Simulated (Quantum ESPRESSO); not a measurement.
Converging the k-point mesh: BePd (P4mm, 2 atoms in the cell)

```xyz
2
Lattice="2.8032 0.0000 0.0000 0.0000 2.8032 0.0000 0.0000 0.0000 2.8032" Properties=species:S:1:pos:R:3 pbc="T T T"
Be     0.0000     0.0000     0.0500
Pd     1.4016     1.4016     1.4016
```

Level of theory: PBEsol, GBRV 1.5 ultrasoft (PBESOL) pseudopotentials (plane waves; Quantum ESPRESSO).

Base settings: ecutwfc = 40 Ry; ecutrho = 320 Ry; occupations = smearing; smearing = fermi-dirac; degauss = 0.0073499 Ry; potentials = {Be: be_pbesol_v1.4.uspp.F.UPF, Pd: pd_pbesol_v1.4.uspp.F.UPF}; K_POINTS = automatic 10 10 10 0 0 0; conv_thr = 1e-10 Ry.

Only quantities that move along the ladder and can be compared are tabulated.

The count of work is k-points × plane waves × bands × iterations; it is no time. Core times come from one kind of shared machine, to one figure; runs under 30 s give none.

The starting cell comes from a database of computed structures (which also holds hypothetical and non-ambient phases and stackings), without a prior relaxation at this level. Its lattice was rescaled by up to half a per cent. One atom was moved a little off its site on purpose. Spin polarisation is off.

Steps (K_POINTS): automatic 2 2 2 0 0 0; automatic 3 3 3 0 0 0; automatic 4 4 4 0 0 0; automatic 5 5 5 0 0 0; automatic 6 6 6 0 0 0; automatic 7 7 7 0 0 0; automatic 8 8 8 0 0 0; automatic 9 9 9 0 0 0; automatic 10 10 10 0 0 0; automatic 11 11 11 0 0 0; automatic 12 12 12 0 0 0; automatic 14 14 14 0 0 0; automatic 15 15 15 0 0 0; automatic 17 17 17 0 0 0; automatic 19 19 19 0 0 0; automatic 21 21 21 0 0 0; automatic 23 23 23 0 0 0; automatic 25 25 25 0 0 0; automatic 28 28 28 0 0 0; automatic 31 31 31 0 0 0; automatic 34 34 34 0 0 0.

Task: What is the coarsest K_POINTS that holds the forces within 0.01 eV/Å of the last step, with all finer ones?

Result: automatic 5 5 5 0 0 0, at 0.0053 of the last step's count of work; the step before is off by 0.014 eV/Å.

Task: What is the coarsest K_POINTS that holds the pressure within 0.5 GPa of the last step, with all finer ones?

Result: automatic 6 6 6 0 0 0, at 0.012 of the last step's count of work; the step before is off by 0.84 GPa.

Task: What is the coarsest K_POINTS that holds the free energy within 0.5 meV/atom of the last step, with all finer ones?

Result: automatic 14 14 14 0 0 0, at 0.085 of the last step's count of work; the step before is off by 0.80 meV/atom.

```csv
K_POINTS,free energy less the last step's (meV/atom),pressure (GPa),largest difference of a force vector from the last step's (eV/Å),count of work / last,core time / last (rough)
automatic 2 2 2 0 0 0,778.35,8.92,0.142,0.0021,–
automatic 3 3 3 0 0 0,-146.63,-2.11,0.067,0.0017,–
automatic 4 4 4 0 0 0,74.37,1.07,0.014,0.0058,–
automatic 5 5 5 0 0 0,-27.11,-1.40,0.005,0.0053,–
automatic 6 6 6 0 0 0,13.38,-0.48,0.001,0.012,–
automatic 7 7 7 0 0 0,-1.48,-0.53,0.000,0.013,–
automatic 8 8 8 0 0 0,-4.88,-0.66,0.002,0.022,–
automatic 9 9 9 0 0 0,1.71,-0.63,0.003,0.022,–
automatic 10 10 10 0 0 0,-1.95,-0.36,0.001,0.041,–
automatic 11 11 11 0 0 0,1.03,-0.62,0.001,0.037,–
automatic 12 12 12 0 0 0,0.80,-0.53,0.000,0.064,–
automatic 14 14 14 0 0 0,-0.19,-0.61,0.000,0.085,–
automatic 15 15 15 0 0 0,0.18,-0.58,0.000,0.085,–
automatic 17 17 17 0 0 0,-0.20,-0.58,0.000,0.12,0.1
automatic 19 19 19 0 0 0,-0.16,-0.56,0.000,0.18,0.2
automatic 21 21 21 0 0 0,-0.04,-0.56,0.000,0.24,0.3
automatic 23 23 23 0 0 0,0.00,-0.56,0.000,0.30,0.3
automatic 25 25 25 0 0 0,0.01,-0.56,0.000,0.38,0.4
automatic 28 28 28 0 0 0,-0.01,-0.56,0.000,0.58,0.6
automatic 31 31 31 0 0 0,-0.01,-0.56,0.000,0.71,0.7
automatic 34 34 34 0 0 0,0.00,-0.56,0.000,1.0,1
```
